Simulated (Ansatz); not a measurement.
BeS (model structure, started from the BeO type, P4₂/mnm, No. 136, 8 atoms in the cell) was calculated with PBEsol (Ansatz, a quantum-chemistry and plane-wave program, PAW).

Run with plane-wave cutoff 520 eV, 6×6×10 k mesh (along the axes of the cell as run), Fermi–Dirac smearing 0.01 eV, scalar-relativistic PAW data made under PBE.

Cell (relaxed at this level):

```xyz
8
Lattice="5.8715 0.0000 0.0000 0.0000 5.8715 0.0000 0.0000 0.0000 3.4417" Properties=species:S:1:pos:R:3 pbc="T T T"
Be     1.9442     3.9274     0.0000
Be     3.9274     1.9442     0.0000
Be     4.8799     4.8799     1.7208
Be     0.9916     0.9916     1.7208
S      1.8126     1.8126     0.0000
S      4.0589     4.0589     0.0000
S      1.1231     4.7484     1.7208
S      4.7484     1.1231     1.7208
```

Task: Estimate the band gap, Γ–Γ gap and bulk modulus that the calculation returns.

Result: 
* **band gap**: 3.13 eV (on the SCF k mesh)
* **Γ–Γ gap**: 3.96 eV
* **bulk modulus**: 88.6 GPa

Note: the bulk modulus is −V dP/dV from two relaxed cells at ±2 % in volume; the relaxation could raise the start's symmetry but not lower it, so the cell can be a saddle point.

The computed numbers hold no vibrational or temperature effects.

It cost very roughly 70 core-seconds of CPU time.

A model structure was made by putting elements into a prototype or built by hand; it is no filed structure, need not be a known phase, and can be a saddle point held by its symmetry.
